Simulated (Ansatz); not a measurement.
Base system: Pd in the fcc (Cu type) structure (space group Fm-3m, No. 225; a = 3.878 Å; relaxed with 0.1 eV smearing). Axes: x, y, z lie along the cube axes.

Method: Ansatz (a program for electronic structure) PBEsol, scalar-relativistic without spin-orbit coupling.

It is then changed as follows: biaxial strain +2.50 %, plane normal [001], relaxed out of plane (Cartesian); in-plane vectors clamped, the third vector and the atoms free.

### Question
How does this affect the energy relative to the base?

### Answer
The energy grows by 7.8 meV/atom.

### Question
What happens to the out-of-plane strain?

### Answer
The out-of-plane strain comes out as -3.71 %.

Stability against distortions was not tested. The final runs are not spin-polarised.
